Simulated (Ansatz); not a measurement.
Start from SrTiO$_{3}$ in the cubic perovskite structure (space group Pm-3m, No. 221).

Space group Pm-3m (No. 221); a = 3.9070 Å, b = 3.9070 Å, c = 3.9070 Å, α = 90.00°, β = 90.00°, γ = 90.00°

```json
[
 {"atom": "Sr", "site": "1a", "symmetry": "m-3m", "x": "0.0000", "y": "0.0000", "z": "0.0000"},
 {"atom": "Ti", "site": "1b", "symmetry": "m-3m", "x": "0.5000", "y": "0.5000", "z": "0.5000"},
 {"atom": "O", "site": "3c", "symmetry": "4/mm.m", "x": "0.0000", "y": "0.5000", "z": "0.5000"}
]
```

The values are results of r2SCAN, PAW, 500 eV (Ansatz, a first-principles code; spin-orbit coupling left out), not measurements.

For the base:

| Quantity | Value |
|---|---|
| Density | 5.11 g/cm³ |

It is then changed as follows: a hydrostatic pressure of 3 GPa.

Q: What happens to the density and mean gap deformation potential ΔEg/Δln V?

A: The density increases by 0.08 g/cm³, from 5.11 g/cm³ to 5.19 g/cm³; the mean gap deformation potential ΔEg/Δln V comes out as -2.3 eV.

Load acts through the strain it causes; cell and atoms are relaxed under it. Stability against distortions was not tested. All final runs are without spin polarisation. Many cubic perovskites are stable only at high temperature; tilts and polar distortions were not tested.
